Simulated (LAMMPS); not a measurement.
System: CdTe (zinc blende), a cell 112 Å long along the (110) normal (2304 atoms) with 66 % of it melted and the whole then held at 1080 K and zero normal pressure.

Method: classical MD, pair style sw, file CdTe.sw, run in LAMMPS.

```tsv
t (ps)	crystalline share
0.000	0.335
15.00	0.348
30.00	0.358
45.00	0.384
60.00	0.391
75.00	0.417
90.00	0.419
105.0	0.438
120.0	0.478
135.0	0.465
150.0	0.476
165.0	0.503
180.0	0.524
195.0	0.552
210.0	0.565
225.0	0.572
240.0	0.598
255.0	0.607
270.0	0.623
285.0	0.635
300.0	0.648
315.0	0.693
330.0	0.735
345.0	0.737
360.0	0.740
375.0	0.769
390.0	0.764
405.0	0.795
420.0	0.801
435.0	0.816
450.0	0.820
465.0	0.861
480.0	0.873
495.0	0.889
```

Q: From these data, give the interface speed (growth positive), the direction.

A: The speed of each of the two interfaces is the slope of the share times half the cell length. interface speed (growth positive): 6.4 ± 0.2 m/s; direction: the crystal grows.

Caution: the real compound melts congruently only under the pressure of its own vapour and loses its more volatile element when open.
